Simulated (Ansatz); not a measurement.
Results of r²SCAN (Ansatz, a program for electronic structure, plane waves, PAW) for MoS₂ (R3m, No. 160, 3 atoms in the cell; start mp-1434; a measured phase of this formula has another space group).

Run with plane-wave cutoff 560 eV, 12×12×12 k mesh, Fermi–Dirac smearing 0.01 eV, no spin polarisation, scalar-relativistic PAW data made under PBE.

Cell (relaxed at this level):

```
CELL_PARAMETERS angstrom
      1.59263     0.91950     6.49985
     -1.59263     0.91950     6.49985
      0.00000    -1.83901     6.49985
ATOMIC_POSITIONS crystal
  Mo 0.99978 0.99978 0.99978
  S  0.41273 0.41273 0.41273
  S  0.25351 0.25351 0.25351
```

Q: Predict the band gap and direct gap at Γ.

A: 
- band gap = 1.15 eV (on the SCF k mesh)
- direct gap at Γ = 3.23 eV

Note: the relaxation could not lower the start's symmetry, so the cell can be a saddle point above a distorted one; the cell has widely spaced layers and the level no dispersion term, so their spacing and the moduli can rest on weak binding.

Spin–orbit coupling is not included.

It cost around 7 core-minutes (rough) of CPU time.

A start named mp-… is a Materials Project structure, which need not be a measured phase.
